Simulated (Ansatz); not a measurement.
Input:

End structure of a constructed model of the (0001) surface of hcp Hf, a pseudomorphic layer of Re in the host's stacking (bottom of the slab: a bare face, its two planes held):

```xyz
7
Lattice="3.2049 0.0000 0.0000 -1.6024 2.7755 0.0000 0.0000 0.0000 31.5000" Properties=species:S:1:pos:R:3 pbc="T T T"
Hf     1.6024     0.9252     8.0017
Hf     0.0000     1.8503    10.5353
Hf     1.6024     0.9252    13.0998
Hf     0.0000     1.8503    15.6578
Hf     1.6024     0.9252    18.1164
Hf     0.0000     1.8503    20.9038
Re     1.6024     0.9252    22.7496
```

Model: 7-atom slab, 15.5 Å thick at the start, 13x13x1 mesh, Fermi-Dirac 0.1 eV, dipole correction, single point; on the structure that PBE left under its start's symmetry; no spin, no spin-orbit, no U. It is one candidate, not shown to be the stable structure of the face.

Task: Give the work function of the top face at the level r2SCAN, at the PBE geometry in Ansatz (a program for electronic structure).

Result: 4.43 eV
